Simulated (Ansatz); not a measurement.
Defect migration in fcc Al: Sc-vacancy pair (Sc on one host Al site, one Al site vacant), neutral cell. The step: Sc and the vacancy change places (Sc-vacancy distance between ideal sites 2.86 Å throughout); the atom moves 2.65 Å along (0.00, 0.46, 0.46) of the unit cell; the moving atom starts with neighbours 4 Al at 2.87, 2 Al at 2.89, 4 Al at 2.92, Al at 2.97 Å and ends with 4 Al at 2.87, 2 Al at 2.89, 4 Al at 2.92, Al at 2.97 Å. DFT values are from Ansatz (plane-wave PAW, 420 eV unless said) in a cell of 32 host sites, spin-restricted, static, with no finite-size correction. Forms of the defect that were not tried may lie lower. For the PBE band: the saddle point's order was not checked, and it lies on a symmetry element of the cell, where a band can be held.

```tsv
Level	Forward barrier (eV)	Cost of the band or of the saddle's single point
CHGNet universal potential (has no charge state), its own band	0.30	-
PBE, a 3×3×3 k-point mesh shifted by half a step, band relaxed	0.78	around 16 core-minutes (rough)
PBE, a 5×5×5 k-point mesh shifted by half a step, same geometries	0.73	about 4 core-minutes (a rough figure)
r2SCAN at 500 eV, a 3×3×3 k-point mesh shifted by half a step, same geometries	0.89	about 110 core-seconds (a rough figure)
```

Ansatz is a first-principles code.
